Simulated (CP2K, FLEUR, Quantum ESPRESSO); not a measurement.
Code comparison for Ce2SeN2 (P-3m1, 5 atoms in the cell)

Self-consistent single point, at a second geometry (lattice scaled by 0.98). First geometry:

```
CELL_PARAMETERS angstrom
      3.97696     0.00000     0.00000
     -1.98848     3.44415     0.00000
      0.00000     0.00000     7.06833
ATOMIC_POSITIONS crystal
  Ce 0.66667 0.33333 0.70310
  Ce 0.33333 0.66667 0.29690
  Se 0.00000 0.00000 0.00000
  N  0.66667 0.33333 0.37570
  N  0.33333 0.66667 0.62430
```

Shared settings, as Quantum ESPRESSO writes them: occupations = smearing; smearing = fd; degauss = 0.0036749 Ry; K_POINTS = automatic 5 5 3 0 0 0. Potentials and cutoffs stand in the table.

```json
[
 {"code": "FLEUR", "model": "LDA (Perdew-Zunger), all-electron FLAPW (FLEUR), scalar-relativistic valence", "ΔF from the first geometry (meV/atom)": "-42.0", "pressure (GPa)": "–", "largest force (eV/Å)": "0.024", "gap on the mesh (eV)": "0.971", "cutoff": "Kmax 4.1 1/bohr"},
 {"code": "CP2K", "model": "LDA (Pade form), GPW, DZVP-MOLOPT-SR-GTH basis, GTH-PADE potentials (GTH_POTENTIALS)", "ΔF from the first geometry (meV/atom)": "-43.4", "pressure (GPa)": "-2.43", "largest force (eV/Å)": "0.125", "gap on the mesh (eV)": "1.002", "cutoff": "grid 800 Ry"},
 {"code": "Quantum ESPRESSO", "model": "LDA (PZ), SSSP 1.1.2 efficiency (PBE) pseudopotentials", "ΔF from the first geometry (meV/atom)": "-39.8", "pressure (GPa)": "-2.07", "largest force (eV/Å)": "0.206", "gap on the mesh (eV)": "0.928", "cutoff": "50 Ry"}
]
```

A dash marks a value that a program does not give, or that is left out as unsure.

Gaps are read on the mesh.

On FLEUR's run: spin-orbit coupling is off. The f electrons are in the valence without U or exact exchange, which can misplace them near the Fermi level. Spin-orbit terms, which matter for f shells, are left out.

The spread over the programs that give each value: ΔF from the first geometry within 3.6 meV/atom; pressure within 0.36 GPa; largest force within 0.182 eV/Å; gap on the mesh within 0.074 eV.

CP2K uses small atom-centred bases, whose incompleteness enters pressures, forces and empty levels differently from a plane-wave cutoff. FLEUR treats all electrons, but the usual bases taken here (sphere radii, linearisation, local orbitals, empty states) were not tested for convergence, so the values are no reference for the others.

The starting cell comes from a database of computed structures (which also holds hypothetical and non-ambient phases and stackings), without a prior relaxation at this level. Its lattice was rescaled by a random factor within 2.5 % of one. For this run, on top of that: lattice scaled by 0.98.

Left out of this page: Ansatz (with a known weakness of the program).
